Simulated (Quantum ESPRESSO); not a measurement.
# Effort and miss along a sweep of K_POINTS: KCaHfBiO₆ (F-43m, 10 atoms in the cell)

Cell: a = 5.8878 Å, b = 5.8878 Å, c = 5.8878 Å, α = 60.00°, β = 60.00°, γ = 60.00°.

Method: PBEsol, PseudoDojo standard norm-conserving (PBESOL) pseudopotentials (plane waves; Quantum ESPRESSO).

Base settings: ecutwfc = 85 Ry; occupations = fixed; potentials = {K: K.upf, Ca: Ca.upf, Hf: Hf.upf, Bi: Bi.upf, O: O.upf}; K_POINTS = automatic 5 5 5 0 0 0; nbnd = 49; conv_thr = 1e-09 Ry; mixing_beta = 0.7.

Misses are taken against the tightest run, automatic 6 6 6 0 0 0, which need not be fully converged itself. The energy is the free energy per atom.

The count of work is k-points × plane waves × bands × iterations; it is no time, and leaves out set-up, grids and terms that scale otherwise. Core times come from one kind of shared machine and are given to one figure; runs under 30 s give none.

The starting cell comes from a database of computed structures (which also holds hypothetical and non-ambient phases and stackings), without a prior relaxation at this level. In the base run, with a pressure of about -6 GPa the cell is away from its equilibrium volume at this level.

The runs (K_POINTS): automatic 1 1 1 0 0 0 | automatic 2 2 2 0 0 0 | automatic 3 3 3 0 0 0 | automatic 4 4 4 0 0 0 | automatic 5 5 5 0 0 0 | automatic 6 6 6 0 0 0.

Problem. Which is the coarsest setting among those run that, with all tighter ones, holds the energy within 20 meV/atom of the reference, and what does it save?

Solution. automatic 3 3 3 0 0 0, off by 1.5 meV/atom; it needs 0.25 of the reference's count of work and about 0.2 of the reference's time.

Problem. Which is the coarsest setting among those run that, with all tighter ones, holds the energy within 1 meV/atom of the reference, and what does it save?

Solution. automatic 4 4 4 0 0 0, off by 0.22 meV/atom; its saving against the reference is no more than about a factor of 2 in the count of work.

Problem. For at most 0.2 times the reference's count of work, which run misses the energy least?

Solution. automatic 2 2 2 0 0 0, with a miss of 29 meV/atom at a count of 0.17.

Problem. What does the step from automatic 2 2 2 0 0 0 to automatic 4 4 4 0 0 0 buy?

Solution. It takes the miss in the energy from 29 to 0.22 meV/atom, for 2.9 times the count of work and roughly 2 times the time.

```
K_POINTS               energy less reference (meV/atom)  pressure less reference (GPa)  largest difference in the force on any atom (eV/Å)  count of work / reference  core time / reference (rough)
---------------------  --------------------------------  -----------------------------  --------------------------------------------------  -------------------------  -----------------------------
automatic 1 1 1 0 0 0                            596.07                           6.15                                               0.024                      0.068                              –
automatic 2 2 2 0 0 0                             28.61                          -0.06                                               0.179                       0.17                            0.2
automatic 3 3 3 0 0 0                              1.50                          -0.05                                               0.011                       0.25                            0.2
automatic 4 4 4 0 0 0                              0.22                          -0.01                                               0.004                       0.50                            0.5
automatic 5 5 5 0 0 0                              0.02                           0.00                                               0.000                       0.57                            0.8
automatic 6 6 6 0 0 0                              0.00                           0.00                                               0.000                        1.0                              1
```
